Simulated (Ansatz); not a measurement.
# CdS: response to strain

Base system: CdS in the zinc blende structure (space group F-43m, No. 216; a = 5.8777 Å). Axes: x, y, z lie along the cube axes.

Strains are applied to the cell and any free atomic positions relax; under biaxial strain the out-of-plane vector relaxes too.

Calculations: r2SCAN (Ansatz, a first-principles code, PAW, no spin-orbit coupling).

Notes on the quantities. energy relative to the base: free energy F.

| biaxial strain, plane normal [001], relaxed out of plane (%) | energy relative to the base (meV/atom) |
|---|---|
| -3 | 7.1 |
| -2.5 | ? |
| -2 | 3.1 |
| -1.5 | 1.7 |
| -1 | 0.8 |
| -0.5 | 0.2 |
| 0 | 0.0 |

**Question.** Fit ΔE = Aε² + Bε³ (ε in %) to the rows shown and predict the withheld row.

**Answer.** Least squares on the printed values gives A = 0.747 and B = -0.014 meV/atom (largest residual 0.0 meV/atom); this predicts 4.9 meV/atom, and the run gives 4.9 meV/atom, in agreement.

Stability against distortions was not tested.
